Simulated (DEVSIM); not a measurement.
Structure: Ti/SiO2/p-Si capacitor, at 400 K.

```csv
layer (left to right),material,thickness (nm),Na (cm⁻³)
1,SiO2,2.70,-
2,Si,970,3.5e17
```

Metal gate on the left, work function 4.33 eV. Fixed charge at the semiconductor interface -5.9e10 cm⁻² (in units of +e); interface traps 1e12 cm⁻² eV⁻¹, uniform in energy, neutral level at 0.5 of the gap above the valence band.

This is a model device: material constants are rounded textbook-type values typed into the input, and sizes, dopings and lifetimes were drawn at random. Values at 300 K; Nc and Nv go as T^1.5, mobilities as T to minus their exponent, the gap by Varshni's rule with the affinity fixed.

```csv
parameter,SiO2,Si
gap (eV),9,1.124
affinity (eV),0.9,4.05
permittivity,3.9,11.7
Nc (cm⁻³),-,2.86e19
Nv (cm⁻³),-,3.1e19
Varshni α (eV/K),-,0.000473
Varshni β (K),-,636
```

Simulated with DEVSIM: 1D Poisson equation in equilibrium, Boltzmann statistics, complete ionisation; no quantum confinement or tunnelling. Metal contacts follow the ideal Schottky-Mott rule: no Fermi-level pinning, no interface dipoles.

### Question
Tabulate band edges, carrier densities and field at 0.0 V on the gate.

### Answer
Energies count from the Fermi level of the right contact; mesh points crowd at the junctions.

```
x (μm)     Ec (eV)  Ev (eV)  n (cm⁻³)  p (cm⁻³)  field (V/cm)
---------  -------  -------  --------  --------  ------------
0.000        3.430   -5.570     < 1e2     < 1e2        710000
0.0007439    3.482   -5.518     < 1e2     < 1e2        710000
0.001573     3.541   -5.459     < 1e2     < 1e2        710000
0.002343     3.595   -5.405     < 1e2     < 1e2        710000
0.003535     0.487   -0.609    3.2e13    1.0e12        210000
0.005209     0.522   -0.575    1.2e13    2.7e12        200000
0.008287     0.581   -0.516    2.1e12    1.5e13        180000
0.01726      0.724   -0.373    3.3e10    9.7e14        140000
0.03043      0.856   -0.240     7.2e8    4.5e16         67000
0.05465      0.922   -0.174     1.1e8    3.1e17          5800
0.1025       0.927   -0.169     9.2e7    3.5e17            16
0.2289       0.927   -0.169     9.2e7    3.5e17           ≈ 0
0.4339       0.927   -0.169     9.2e7    3.5e17           ≈ 0
0.6711       0.927   -0.169     9.2e7    3.5e17           ≈ 0
0.8394       0.927   -0.169     9.2e7    3.5e17           ≈ 0
0.9031       0.927   -0.169     9.2e7    3.5e17           ≈ 0
0.9354       0.927   -0.169     9.2e7    3.5e17           ≈ 0
0.9529       0.927   -0.169     9.2e7    3.5e17           ≈ 0
0.9649       0.927   -0.169     9.2e7    3.5e17           ≈ 0
0.9690       0.927   -0.169     9.2e7    3.5e17           ≈ 0
0.9713       0.927   -0.169     9.2e7    3.5e17           ≈ 0
0.9727       0.927   -0.169     9.2e7    3.5e17           ≈ 0
```
